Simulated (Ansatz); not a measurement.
Reference: CdS (P6_3mc), PBEsol, rigid bands (plane waves, PAW, scalar-relativistic; Ansatz, an electronic-structure program); axes and stresses refer to this cell.

```
CELL_PARAMETERS angstrom
      4.12426     0.00000     0.00000
     -2.06213     3.57172     0.00000
      0.00000     0.00000     6.70920
ATOMIC_POSITIONS crystal
  Cd 0.66667 0.33333 0.50020
  Cd 0.33333 0.66667 0.00020
  S  0.66667 0.33333 0.87680
  S  0.33333 0.66667 0.37680
```

The hole conductivity mass comes out as 1.19 mₑ. The hole mass along x is 1.10 mₑ and the electron conductivity mass comes out as 0.133 mₑ.

Task: Change: functional PBE, cell relaxed with it. What happens to hole conductivity mass, hole mass along x, electron conductivity mass?

Result: hole conductivity mass grows to 1.32 mₑ; hole mass along x increases to 1.22 mₑ; electron conductivity mass rises to 0.138 mₑ.

Masses are for dilute carriers at 300 K, harmonic means over directions unless an axis is named. Spin-orbit coupling is left out unless a row names it.
